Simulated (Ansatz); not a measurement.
System: interstitial Li in corundum (charge state +1). The step: Li moves alone to another site; the atom moves 3.53 Å along (-0.33, 0.33, -0.17) of the unit cell; the moving atom starts with neighbours 2 Al at 2.17; 6 O at 1.96 Å and ends with 2 Al at 2.17; 6 O at 1.96 Å. DFT values are from Ansatz (plane-wave PAW, 420 eV unless said) in a cell of 120 host sites, spin-restricted, static, with no finite-size correction. The charge state is imposed; whether it is stable for some Fermi level was not computed. Sites that were not tried may lie lower. For the PBE band: the saddle point's order was not checked, and it lies on a symmetry element of the cell, where a band can be held.

| Level | Forward barrier (eV) | Cost of the band or of the saddle's single point |
|---|---|---|
| CHGNet universal potential (has no charge state), its own band | 2.23 | - |
| PBE, the Γ point alone, band relaxed | 2.40 | roughly 9 core-minutes |
| PBE, a 2×2×2 k-point mesh shifted by half a step along c, same geometries | 2.41 | very roughly 2.1 core-minutes |
| r2SCAN at 500 eV, the Γ point alone, same geometries | … | very roughly 60 core-seconds |

Complete the blanks.


- r2SCAN at 500 eV, the Γ point alone, same geometries, Forward barrier (eV): 2.44

Ansatz is a program for electronic structure.
